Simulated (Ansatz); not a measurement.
The parent structure is GaAs in the zinc blende structure (space group F-43m, No. 216).

```
GaAs
1.0
    0.00000     2.83335     2.83335
    2.83335     0.00000     2.83335
    2.83335     2.83335     0.00000
Ga As
1 1
Direct
  0.00000   0.00000   0.00000
  0.25000   0.25000   0.25000
```

Method: Ansatz (an electronic-structure program), r2SCAN, PAW, cutoff 500 eV, no SOC.

Base values:

Hole mass: 0.050, 0.34, 0.34 mₑ (at Γ)
Valley order: Γ 0.96 eV; L along ⟨111⟩ 1.35 eV; a point along ⟨100⟩, about 1.0 Å⁻¹ from Γ 1.72 eV
Pressure: 0.0 kbar

Now apply this change: every lattice vector is shortened by 0.50 %; the atoms relax in the strained cell.

Task: What does the calculation give for the hole mass, valley order, mean gap deformation potential ΔEg/Δln V and pressure after the change?

Result: The hole mass (degenerate bands, along [100]) becomes 0.056, 0.34, 0.34 mₑ (at Γ) (base: 0.050, 0.34, 0.34 mₑ (at Γ)); the valley order (the lowest conduction-band minima on the path, energy above the VBM, named in the base's zone) goes from Γ 0.96 eV; L along ⟨111⟩ 1.35 eV; a point along ⟨100⟩, about 1.0 Å⁻¹ from Γ 1.72 eV to Γ 1.08 eV; L along ⟨111⟩ 1.40 eV; a point along ⟨100⟩, about 1.0 Å⁻¹ from Γ 1.69 eV; the mean gap deformation potential ΔEg/Δln V amounts to -8.1 eV; the pressure goes from zero to 11.3 kbar.

Effective masses come from finite differences of ±0.01 Å⁻¹. No phonon test of stability was made.
